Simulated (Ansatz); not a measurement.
# MgS: pressure series

Base system: MgS in the rock salt structure (space group Fm-3m, No. 225; a = 5.155 Å).

Cell and atoms are relaxed at each pressure.

All numbers come from PBE-D3(BJ) (Ansatz, a first-principles code), spin-orbit coupling left out.

```json
[
 {"P (GPa)": "-2.00", "V (Å³/atom)": "17.575"},
 {"P (GPa)": "-1.00", "V (Å³/atom)": "17.342"},
 {"P (GPa)": "0.30", "V (Å³/atom)": "17.062"},
 {"P (GPa)": "0.70", "V (Å³/atom)": "16.980"},
 {"P (GPa)": "1.50", "V (Å³/atom)": "16.821"},
 {"P (GPa)": "3.01", "V (Å³/atom)": "16.543"},
 {"P (GPa)": "5.01", "V (Å³/atom)": "16.204"},
 {"P (GPa)": "7.51", "V (Å³/atom)": "15.824"},
 {"P (GPa)": "10.01", "V (Å³/atom)": "15.483"}
]
```

A third-order Birch–Murnaghan fit to these points gives V₀ = 17.12 Å³/atom, B₀ = 81 GPa and B₀′ = 4.0. At pressure 10 GPa the volume is 90.4 % of V₀.

Measured bulk modulus of MgS: 81 GPa (static lattice; corrected from measurement; as listed in Tamar Goldzak et al., The Journal of Chemical Physics (2022)); the computed value is 0 % above it.

Between the base and pressure 7.5 GPa the gap moves from 2.85 eV to 3.01 eV, a mean slope of 21 meV/GPa.

Load acts through the strain it causes; cell and atoms are relaxed under it. Whether these cells are dynamically stable was not tested. Competing high-pressure phases were not computed. The base started in Pnma and relaxed to Fm-3m at this level.
